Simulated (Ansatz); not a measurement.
## Effect of Hf → Ti on HfN

The parent structure is HfN in the rock salt structure (space group Fm-3m, No. 225; a = 4.548 Å).

It is then changed as follows: full substitution Hf → Ti; the structure is relaxed again.

The values are results of PBE (Ansatz, an electronic-structure program), no spin-orbit coupling, earlier PAW set, not measurements. Settings: 19×19×19 k-points, 0.05 eV Fermi–Dirac smearing, for the changed cell.

```json
[
 {"quantity": "lattice parameter a", "base": "4.548 Å", "changed": "4.247 Å", "shift": "-0.301 Å"},
 {"quantity": "space group", "base": "Fm-3m (No. 225)", "changed": "Fm-3m (No. 225)", "shift": "–"},
 {"quantity": "shortest interatomic distance", "base": "2.274 Å", "changed": "2.123 Å", "shift": "-0.151 Å"},
 {"quantity": "band gap", "base": "zero", "changed": "zero", "shift": "–"}
]
```

Final structure:

```
TiN
1.0
    0.00000     2.12337     2.12337
    2.12337     0.00000     2.12337
    2.12337     2.12337     0.00000
N Ti
1 1
Cartesian
  0.00000   0.00000   0.00000
  2.12337   2.12337   2.12337
```

No phonon test of stability was made. The final runs are not spin-polarised. An odd electron count without spin: TiN and HfN.
